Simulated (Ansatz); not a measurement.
We consider TiAl2 (Cmmm, No. 65, 6 atoms in the cell; start mp-11809), described by PBEsol (Ansatz, an electronic-structure program, plane waves, PAW).

Settings: plane-wave cutoff 520 eV, 16×16×14 k mesh (along the axes of the cell as run), Fermi–Dirac smearing 0.05 eV, no spin polarisation, scalar-relativistic PAW data made under PBE.

Cell (relaxed at this level):

```cif
data_Al4Ti2
_chemical_formula_sum 'Ti2 Al4'
_space_group_name_H-M_alt 'P 1'
_space_group_IT_number 1
_cell_length_a 6.33536
_cell_length_b 6.33536
_cell_length_c 3.97057
_cell_angle_alpha 90.000
_cell_angle_beta 90.000
_cell_angle_gamma 144.134
loop_
_space_group_symop_operation_xyz
  'x, y, z'
loop_
_atom_site_label
_atom_site_type_symbol
_atom_site_fract_x
_atom_site_fract_y
_atom_site_fract_z
_atom_site_occupancy
Ti1 Ti 0.84374 0.15626 0.00000 1
Ti2 Ti 0.15626 0.84374 0.00000 1
Al1 Al 0.50000 0.50000 0.00000 1
Al2 Al 0.00000 0.00000 0.50000 1
Al3 Al 0.67283 0.32717 0.50000 1
Al4 Al 0.32717 0.67283 0.50000 1
```

Give the computed bulk modulus B0.


bulk modulus B0: 115 GPa

Note: the run has no spin polarisation, so it can have missed a magnetic state; the bulk modulus is −V dP/dV from two relaxed cells at ±2 % in volume; the relaxation could not lower the start's symmetry, so the cell can be a saddle point above a distorted one.

Computed values are for the static lattice.

A start named mp-… is a Materials Project structure, which need not be a measured phase.
